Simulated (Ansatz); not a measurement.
Take TiN in the rock salt structure (space group Fm-3m, No. 225; a = 4.234 Å; relaxed with 0.1 eV smearing) as the base. Axes: x, y, z lie along the cube axes.

Calculations: Ansatz (a first-principles code) r2SCAN, no spin-orbit coupling, earlier PAW set.

Before the change:

The pressure comes out as 0.0 GPa and the shortest interatomic distance is 2.117 Å.

Now apply this change: biaxial strain +2.30 %, plane normal [001], relaxed out of plane (Cartesian); in-plane vectors clamped, the third vector and the atoms free.

Question: How does this affect the pressure?

Answer: The pressure (mean of the normal stresses, compression positive) goes from zero to -9.1 GPa.

Question: How does this affect the shortest interatomic distance?

Answer: The shortest interatomic distance falls by 0.021 Å (2.117 Å → 2.096 Å).

Whether these cells are dynamically stable was not tested. The final runs are not spin-polarised. An odd electron count without spin: TiN.
